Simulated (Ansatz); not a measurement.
**HgS under a change: uniaxial strain ε_xx = +4.04 %**

Base system: HgS in the zinc blende structure (space group F-43m, No. 216; a = 5.876 Å). Axes: x, y, z lie along the cube axes.

One thing is altered: the cell is stretched by 4.04 % along x with no lateral relaxation, atoms relaxed at fixed cell.

Method: PBEsol (Ansatz, an electronic-structure program; PAW; 420 eV plane waves; scalar-relativistic without spin-orbit coupling). k-mesh 10×10×10 (Γ-centred); smearing 0.05 eV (Fermi–Dirac).

| quantity | base | changed | shift |
|---|---|---|---|
| volume per atom | 25.36 Å³ | 26.38 Å³ | +1.02 Å³ |
| space group | F-43m (No. 216) | I-4m2 (No. 119) | – |
| shortest interatomic distance | 254.4 pm | 257.9 pm | +3.5 pm |
| energy relative to the base (free energy F) | 0 meV/atom | +8.9 meV/atom | +8.9 meV/atom |
| pressure (mean of the normal stresses, compression positive) | 0.0 GPa | -2.2 GPa | -2.2 GPa |
| band gap | zero | zero | – |
| stress (xx, yy, zz, yz, xz, xy; compression positive) (rough) | – | (-2.7, -1.9, -1.9, 0.0, 0.0, 0.0) GPa | – |

Final structure:

```xyz
2
Lattice="0.0000 2.9379 2.9379 3.0566 0.0000 2.9379 3.0566 2.9379 0.0000" Properties=species:S:1:pos:R:3 pbc="T T T"
Hg     0.0000     0.0000     0.0000
S      4.5849     4.4069     4.4069
```

Cost of the whole job for the changed cell (relaxation, final SCF and bands): about 30 core-seconds (a rough figure).

The mesh was chosen for an insulator and is coarse for the gapless case. Without a gap, meshes like the base's 10×10×10 leave anisotropic stresses uncertain by several tenths of a GPa, and small strain energies with them. With Hg present, leaving out spin-orbit coupling can change the band edges. Whether these cells are dynamically stable was not tested. The final runs are not spin-polarised. A zero or small gap of HgS can be the functional's error rather than a property of the material.
